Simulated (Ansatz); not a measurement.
Base system: ZnS in the wurtzite structure (space group P6_3mc, No. 186; a = 3.806 Å, c = 6.245 Å). Axes: x lies along a and z along c of the hexagonal cell.

Method: r2SCAN (Ansatz, a first-principles code), without spin-orbit coupling.

For the base:

| Item | Value |
|---|---|
| Electron mass | 0.18 mₑ along c, 0.21 mₑ across (at Γ) |

Modification: the cell is stretched by 3.93 % along z with no lateral relaxation, atoms relaxed at fixed cell.

### Question
What does the calculation give for the energy relative to the base and electron mass after the change?

### Answer
The energy increases by 14 meV/atom; the electron mass goes from 0.18 mₑ along c, 0.21 mₑ across (at Γ) to 0.16 mₑ along z, 0.21 mₑ across (at Γ).

The levels and masses belong to the bands next to the band gap. The cells carry an imposed strain or load. Effective masses come from finite differences of ±0.01 Å⁻¹. Stability against distortions was not tested.
